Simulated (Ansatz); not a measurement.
GaP (model structure, started from the BN type, Pm-3n, No. 223, 12 atoms in the cell) was calculated with LDA (plane waves, PAW; Ansatz, a quantum-chemistry and plane-wave program).

Numerical settings: plane-wave cutoff 520 eV, 6×6×6 k mesh, Fermi–Dirac smearing 0.01 eV, scalar-relativistic PAW data made under PBE.

Cell (relaxed at this level):

GaP is taken in the cubic space group Pm-3n (No. 223), Pearson symbol cP12. Lattice parameters: a = b = c = 6.6475 Å, α = β = γ = 90.00°. Ga on 6c has 4 P at 2.350 Å. P on 6d has 4 Ga at 2.350 Å. (Neighbours: up to the widest gap in distance over summed covalent radii, below 1.35, at either atom; cation-cation and far metal-metal contacts left out.)

### Question
Estimate the band gap, smallest direct gap on the k points sampled and direct gap at Γ that the calculation returns.

### Answer

- band gap = 0.74 eV (indirect)
- smallest direct gap on the k points sampled = 0.92 eV
- direct gap at Γ = 0.97 eV

Note: the relaxation could raise the start's symmetry but not lower it, so the cell can be a saddle point.

Spin–orbit coupling is not included.

The computed numbers hold no vibrational or temperature effects.

A model structure was made by putting elements into a prototype or built by hand; it is no filed structure, need not be a known phase, and can be a saddle point held by its symmetry.
